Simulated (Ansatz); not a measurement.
Start from ZnSe in the zinc blende structure (space group F-43m, No. 216; a = 5.666 Å). Axes: x, y, z lie along the cube axes.

Method: DFT with r2SCAN, PAW potentials and a 500 eV plane-wave cutoff in Ansatz (an electronic-structure program), scalar-relativistic without spin-orbit coupling.

Strains are applied to the cell and any free atomic positions relax.

One change was made to it. Results:

```json
[
 {"quantity": "valence-band top at Γ (three highest levels, from the VBM)", "base": "0.00, 0.00, 0.00 eV", "after": "0.00, -0.06, -0.06 eV"},
 {"quantity": "band gap", "base": "1.87 eV", "after": "1.90 eV"},
 {"quantity": "shortest interatomic distance", "base": "2.453 Å", "after": "2.441 Å"}
]
```

Q: Which of these changes matches the shifts?
A. uniaxial strain ε_zz = −3.00 %
B. uniaxial strain ε_zz = −2.50 %
C. uniaxial strain ε_zz = −1.50 %
D. uniaxial strain ε_zz = −0.50 %

A: C, uniaxial strain ε_zz = −1.50 %. For comparison, the valence-band top at Γ in the other runs: uniaxial strain ε_zz = −2.50 % gives 0.00, -0.09, -0.09 eV; uniaxial strain ε_zz = −3.00 % gives 0.00, -0.11, -0.11 eV; uniaxial strain ε_zz = −0.50 % gives 0.00, -0.02, -0.02 eV.

Gaps are Kohn–Sham eigenvalue differences; semilocal functionals usually give less than the measured gap. Whether these cells are dynamically stable was not tested.
